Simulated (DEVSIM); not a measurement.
System: illuminated Si p-on-n cell, one wavelength, at 300 K.

Layer 1 from the left is Si, thickness (μm) 0.460, Na (cm⁻³) 1.6e18, τn (s) 2.2e-7, τp (s) 5.8e-7, absorption coefficient (cm⁻¹) 470. Layer 2 from the left is Si, thickness (μm) 8.40, Nd (cm⁻³) 1.1e17, τn (s) 1.7e-6, τp (s) 1.7e-6, absorption coefficient (cm⁻¹) 470.

Left contact: ohmic, minority electron recombination velocity 20000 cm/s. Right contact: ohmic, minority hole recombination velocity 1000 cm/s. Voltage is applied to the left contact. Recombination: SRH at mid-gap, radiative, Auger. Light enters at the left, 8.2e17 photons cm⁻² s⁻¹, one pass, no reflection. Mobility is μmin + (μ − μmin)/(1 + (N/Nref)^α).

Constants are typed, rounded textbook-type inputs, not results; the design itself was drawn at random and stands for no fabricated device. Values at 300 K.

Si: gap (eV) 1.124, affinity (eV) 4.05, permittivity 11.7, Nc (cm⁻³) 2.86e19, Nv (cm⁻³) 3.1e19, μn (cm²/Vs) 1417, μp (cm²/Vs) 470, μn,min 52, μp,min 45, Nref,n 9.7e16, Nref,p 2.2e17, αn 0.68, αp 0.72, B (cm³/s) 4.7e-15, Cn (cm⁶/s) 2.8e-31, Cp (cm⁶/s) 9.9e-32.

Model (solved in DEVSIM): 1D drift-diffusion, Boltzmann statistics, complete ionisation; no tunnelling, impact ionisation, image-force lowering or self-heating.

Problem. What does the simulation give for the dark forward voltage at 1 A/cm², the short-circuit current?

Solution. dark forward voltage at 1 A/cm² 0.736 V; short-circuit current 42.2 mA/cm².
